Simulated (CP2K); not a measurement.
**A self-consistent single point of Li₂SbP₅O₁₅ (P2_1/m, 46 atoms in the cell) with CP2K**

Computed with CP2K 2026.2 with LDA (Pade form), GPW, DZVP-MOLOPT-SR-GTH basis, GTH-PADE potentials (GTH_POTENTIALS).

Input as run:

```
&GLOBAL
  PROJECT scf
  RUN_TYPE ENERGY_FORCE
  PRINT_LEVEL MEDIUM
&END GLOBAL
&FORCE_EVAL
  METHOD Quickstep
  STRESS_TENSOR ANALYTICAL
  &DFT
    BASIS_SET_FILE_NAME BASIS_MOLOPT
    POTENTIAL_FILE_NAME GTH_POTENTIALS
    &QS
      METHOD GPW
      EPS_DEFAULT 1E-10
    &END QS
    &MGRID
      CUTOFF 450
      REL_CUTOFF 50
      NGRIDS 4
    &END MGRID
    &SCF
      SCF_GUESS ATOMIC
      EPS_SCF 1E-7
      MAX_SCF 100
      ADDED_MOS 39
      &DIAGONALIZATION
        ALGORITHM STANDARD
      &END DIAGONALIZATION
      &MIXING
        METHOD BROYDEN_MIXING
        ALPHA 0.2
        NBUFFER 12
        BETA 1
      &END MIXING
      &SMEAR ON
        METHOD FERMI_DIRAC
        ELECTRONIC_TEMPERATURE [K] 580.23
      &END SMEAR
    &END SCF
    &KPOINTS
      SCHEME MACDONALD 3 1 2 0 0 0.25
    &END KPOINTS
    &XC
      &XC_FUNCTIONAL PADE
      &END XC_FUNCTIONAL
    &END XC
    &PRINT
      &MO
        EIGENVALUES T
        OCCUPATION_NUMBERS T
        NDIGITS 8
        FILENAME mo
        &EACH
          QS_SCF 0
        &END EACH
        ADD_LAST NUMERIC
      &END MO
      &MULLIKEN ON
      &END MULLIKEN
    &END PRINT
  &END DFT
  &SUBSYS
    &CELL
      ABC 5.52959500 14.20413800 9.11798932
      ALPHA_BETA_GAMMA 90.00000000 101.91429819 90.00000000
      PERIODIC XYZ
    &END CELL
    &COORD
      SCALED
      Li       0.93900000     0.64211000     0.92855000
      Li       0.06100000     0.35789000     0.07145000
      Li       0.06100000     0.14211000     0.07145000
      Li       0.93900000     0.85789000     0.92855000
      Sb       0.50000000     0.00000000     0.50000000
      Sb       0.50000000     0.50000000     0.50000000
      P        0.00748000     0.35427000     0.51962000
      P        0.99252000     0.64573000     0.48038000
      P        0.99252000     0.85427000     0.48038000
      P        0.00748000     0.14573000     0.51962000
      P        0.32524000     0.41656000     0.82153000
      P        0.67476000     0.58344000     0.17847000
      P        0.67476000     0.91656000     0.17847000
      P        0.32524000     0.08344000     0.82153000
      P        0.45678000     0.75000000     0.99363000
      P        0.54322000     0.25000000     0.00637000
      O        0.82720000     0.94556000     0.06809000
      O        0.17280000     0.05444000     0.93191000
      O        0.17280000     0.44556000     0.93191000
      O        0.82720000     0.55444000     0.06809000
      O        0.73315000     0.13513000     0.51670000
      O        0.26685000     0.86487000     0.48330000
      O        0.26685000     0.63513000     0.48330000
      O        0.73315000     0.36487000     0.51670000
      O        0.19517000     0.75000000     0.90044000
      O        0.80483000     0.25000000     0.09956000
      O        0.15661000     0.35107000     0.69075000
      O        0.84339000     0.64893000     0.30925000
      O        0.84339000     0.85107000     0.30925000
      O        0.15661000     0.14893000     0.69075000
      O        0.46302000     0.65982000     0.10657000
      O        0.53698000     0.34018000     0.89343000
      O        0.53698000     0.15982000     0.89343000
      O        0.46302000     0.84018000     0.10657000
      O        0.06215000     0.25000000     0.46298000
      O        0.93785000     0.75000000     0.53702000
      O        0.12635000     0.07830000     0.42472000
      O        0.87365000     0.92170000     0.57528000
      O        0.87365000     0.57830000     0.57528000
      O        0.12635000     0.42170000     0.42472000
      O        0.45546000     0.00877000     0.74544000
      O        0.54454000     0.99123000     0.25456000
      O        0.54454000     0.50877000     0.25456000
      O        0.45546000     0.49123000     0.74544000
      O        0.68673000     0.75000000     0.92721000
      O        0.31327000     0.25000000     0.07279000
    &END COORD
    &KIND Li
      BASIS_SET DZVP-MOLOPT-SR-GTH-q3
      POTENTIAL GTH-PADE-q3
    &END KIND
    &KIND Sb
      BASIS_SET DZVP-MOLOPT-SR-GTH-q5
      POTENTIAL GTH-PADE-q5
    &END KIND
    &KIND P
      BASIS_SET DZVP-MOLOPT-SR-GTH-q5
      POTENTIAL GTH-PADE-q5
    &END KIND
    &KIND O
      BASIS_SET DZVP-MOLOPT-SR-GTH-q6
      POTENTIAL GTH-PADE-q6
    &END KIND
  &END SUBSYS
  &PRINT
    &FORCES ON
    &END FORCES
    &STRESS_TENSOR ON
    &END STRESS_TENSOR
  &END PRINT
&END FORCE_EVAL
```

Log, with long lists cut:

```
 GLOBAL| Method name                                                        CP2K
 GLOBAL| Project name                                                        scf
 GLOBAL| Run type                                                   ENERGY_FORCE

 CELL| Volume [angstrom^3]:                                           700.727644
 CELL| Vector a [angstrom]:       5.530     0.000     0.000   |a| =     5.529595
 CELL| Vector b [angstrom]:       0.000    14.204     0.000   |b| =    14.204138
 CELL| Vector c [angstrom]:      -1.882     0.000     8.922   |c| =     9.117989
 CELL| Angle (b,c), alpha [degree]:                                    90.000000
 CELL| Angle (a,c), beta  [degree]:                                   101.914298
 CELL| Angle (a,b), gamma [degree]:                                    90.000000
 CELL| Numerically orthorhombic:                                              NO
 CELL| Periodicity                                                           XYZ

 DFT| Spin restricted Kohn-Sham (RKS) calculation                            RKS
 DFT| Multiplicity                                                             1
 DFT| Number of spin states                                                    1
 DFT| Charge                                                                   0
 DFT| XC density smoothing                                                  NONE
 DFT| XC derivatives                                                          PW

 QS| Method:                                                                 GPW
 QS| Density plane wave grid type                        NON-SPHERICAL FULLSPACE
 QS| Number of grid levels:                                                    4
 QS| Density cutoff [a.u.]:                                                225.0
 QS| Multi grid cutoff [a.u.]: 1) grid level                               225.0
   [... lines left out ...]
 BRILLOUIN| List of Kpoints [2 Pi/Bohr]                                        4
 BRILLOUIN| Number           Weight            X              Y              Z
 BRILLOUIN|     1           0.33333       -0.33333        0.00000        0.00000
 BRILLOUIN|     2           0.33333       -0.33333        0.00000        0.50000
 BRILLOUIN|     3           0.16667        0.00000        0.00000        0.00000
 BRILLOUIN|     4           0.16667        0.00000        0.00000        0.50000
 *******************************************************************************

 Extrapolation method: initial_guess

 Re-scaling the density matrix to get the right number of electrons
                  # Electrons              Trace(P)               Scaling factor
                          252               252.000                        1.000

 Number of electrons:                                                        252
 Number of occupied orbitals:                                                126
 Number of molecular orbitals:                                               165

 Number of orbital functions:                                                570
 Number of independent orbital functions:                                    570
 SCF WAVEFUNCTION OPTIMIZATION

  Step     Update method      Time    Convergence         Total energy    Change
     1 NoMix/Diag. 0.20E+00      -     1.91711160      -590.4972054787 -5.90E+02
     2 Broy./Diag. 0.20E+00      -     0.11570632      -550.4995658033  4.00E+01
     3 Broy./Diag. 0.20E+00      -     0.18831491      -574.1173507039 -2.36E+01
     4 Broy./Diag. 0.20E+00      -     0.02091642      -591.7453766803 -1.76E+01
     5 Broy./Diag. 0.20E+00      -     0.04675321      -588.0951328218  3.65E+00
     6 Broy./Diag. 0.20E+00      -     0.00756595      -588.9289950365 -8.34E-01
     7 Broy./Diag. 0.20E+00      -     0.00719366      -588.6818430157  2.47E-01
   [... 18 lines left out ...]
    26 Broy./Diag. 0.20E+00      -     0.00000034      -588.7774643060 -5.11E-05
    27 Broy./Diag. 0.20E+00      -     0.00000038      -588.7774667909 -2.48E-06
    28 Broy./Diag. 0.20E+00      -     0.00000013      -588.7774509548  1.58E-05
    29 Broy./Diag. 0.20E+00      -     0.00000012      -588.7774491754  1.78E-06
    30 Broy./Diag. 0.20E+00      -     0.00000008      -588.7774483032  8.72E-07
  *** SCF run converged in    30 steps ***

  Electronic density on regular grids:       -251.9999999704        0.0000000296
  Core density on regular grids:              251.9999999834       -0.0000000166
  Total charge density on r-space grids:        0.0000000130
  Total charge density g-space grids:           0.0000000130

  Overlap energy of the core charge distribution:               0.00000172803457
  Self energy of the core charge distribution:              -1443.66174825938629
  Core Hamiltonian energy:                                    397.04569311747912
  Hartree energy:                                             589.26350682054942
  Exchange-correlation energy:                               -131.42490170986224
  Electronic entropic energy:                                  -0.00000000000000
  Fermi energy:                                                 0.09281765475703

  Total energy:                                              -588.77744830318534
  Total energy (extrapolated to T->0):                       -588.77744830318534

                     Mulliken Population Analysis

 #  Atom  Element  Kind  Atomic population                           Net charge
       1     Li       1          2.328371                              0.671629
       2     Li       1          2.328371                              0.671629
       3     Li       1          2.328371                              0.671629
       4     Li       1          2.328371                              0.671629
       5     Sb       2          3.671914                              1.328086
       6     Sb       2          3.671914                              1.328086
       7     P        3          4.392692                              0.607308
       8     P        3          4.392692                              0.607308
       9     P        3          4.392692                              0.607308
   [... 37 lines left out ...]
 # Total charge                            252.000000                 -0.000000

 ENERGY| Total FORCE_EVAL ( QS ) energy [hartree]           -588.777448727384922

 FORCES| Atomic forces [hartree/bohr]
   [... lines left out ...]
 FORCES|      2  6.18834482E-04 -1.46132062E-03 -8.03238965E-04   1.77865311E-03
 FORCES|      3  6.18834918E-04  1.46132155E-03 -8.03236640E-04   1.77865298E-03
 FORCES|      4 -6.18835974E-04 -1.46131923E-03  8.03237135E-04   1.77865166E-03
 FORCES|      5  1.50125255E-09  1.31603819E-08 -1.56475277E-08   2.05010862E-08
 FORCES|      6  3.88527343E-10 -3.59443398E-09 -9.85185752E-09   1.04942844E-08
   [... 35 lines left out ...]
 FORCES|     42  1.10450605E-02 -1.67742109E-02 -5.70593968E-03   2.08788232E-02
 FORCES|     43  1.10450606E-02  1.67742081E-02 -5.70593994E-03   2.08788211E-02
 FORCES|     44 -1.10450737E-02 -1.67742306E-02  5.70593059E-03   2.08788436E-02
 FORCES|     45 -1.77059996E-02 -2.32469234E-09  9.92838360E-03   2.02996360E-02
 FORCES|     46  1.77059998E-02  1.49501021E-09 -9.92838375E-03   2.02996363E-02
 FORCES| Sum    -1.48398342E-11  9.34037724E-11 -5.57752317E-11
 FORCES| Total atomic force                                       1.09796912E-10

 STRESS| Analytical stress tensor [bar]
 STRESS|                        x                   y                   z
 STRESS|      x       -8.34314082204E+04   4.49354431868E-03   7.74268787230E+03
 STRESS|      y        4.49354431868E-03  -6.76181986022E+04  -1.62470547578E-03
 STRESS|      z        7.74268787230E+03  -1.62470547578E-03  -6.63721160622E+04
 STRESS| 1/3 Trace                                            -7.24739076283E+04
```

The run converged in 30 iterations.

The starting cell comes from a database of computed structures (which also holds hypothetical and non-ambient phases and stackings), without a prior relaxation at this level. Its lattice was rescaled by a random factor within 2.5 % of one. Values carry the incompleteness of an atom-centred basis. With a pressure of about -7 GPa the cell is away from its equilibrium volume at this level. Forces in this geometry exceed 1 eV/Å.

Cost on one core of a shared machine: roughly 6 min.
